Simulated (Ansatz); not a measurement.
Start from Be in the hcp (Mg type) structure (space group P6_3/mmc, No. 194; a = 2.255 Å, c = 3.558 Å; relaxed with 0.1 eV smearing). Axes: x lies along a and z along c of the hexagonal cell.

All numbers come from PBEsol/PAW in Ansatz (a first-principles code), scalar-relativistic without spin-orbit coupling.

Strains are applied to the cell and any free atomic positions relax.

One change was made to it. Results:

The energy grows by 1.9 meV/atom; the shortest interatomic distance drops by 0.006 Å to 2.199 Å; the band gap remains zero; the pressure (mean of the normal stresses, compression positive) goes from zero to 1.9 GPa.

**Question.** What was done to the base?
A) uniaxial strain ε_xx = +0.50 %
B) uniaxial strain ε_xx = −2.50 %
C) uniaxial strain ε_xx = −1.50 %

**Answer.** C, uniaxial strain ε_xx = −1.50 %. For comparison, the energy relative to the base in the other runs: uniaxial strain ε_xx = −2.50 % gives +5.3 meV/atom; uniaxial strain ε_xx = +0.50 % gives +0.2 meV/atom.

No phonon test of stability was made.
